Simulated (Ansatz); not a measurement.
## Response to strain in hypothetical R-3m TlGaO2

Take TlGaO₂ (space group R-3m, No. 166; a = 3.070 Å, c = 19.151 Å (hexagonal axes); a hypothetical phase, not in the database extracts checked; layered, stacked along the Cartesian z axis) as the base. Axes: x lies along a and z along c of the hexagonal cell.

Strains are applied to the cell and any free atomic positions relax; under biaxial strain the out-of-plane vector relaxes too; under stress the whole cell relaxes.

Level of theory: plane-wave PAW DFT at the PBEsol level (Ansatz, a program for electronic structure, 420 eV), no spin-orbit coupling.

Notes on the quantities. energy relative to the base: free energy F.

| variant | energy relative to the base | shortest interatomic distance |
|---|---|---|
| base | 0 meV/atom | 2.039 Å |
| biaxial strain −0.91 %, plane normal [001], relaxed out of plane | +2.0 meV/atom | 2.029 Å |
| biaxial strain +1.16 %, plane normal [001], relaxed out of plane | +3.1 meV/atom | 2.052 Å |
| biaxial strain +1.18 %, plane normal [001], relaxed out of plane | +3.2 meV/atom | 2.052 Å |
| biaxial strain +3.35 %, plane normal [001], relaxed out of plane | +24 meV/atom | 2.077 Å |
| isotropic strain −2.51 % | +31 meV/atom | 2.001 Å |
| uniaxial strain ε_yy = −1.33 % | +1.6 meV/atom | 2.016 Å |
| uniaxial stress, 1 GPa compression along z | +0.2 meV/atom | 2.039 Å |
| uniaxial stress, 2 GPa compression along z | +0.8 meV/atom | 2.039 Å |

A case with no gap was solved on a k-mesh chosen for an insulator, which is coarse for it. Beyond what the load breaks, stability against distortions was not tested. The final runs are not spin-polarised. No dispersion term is included in the PBEsol runs.
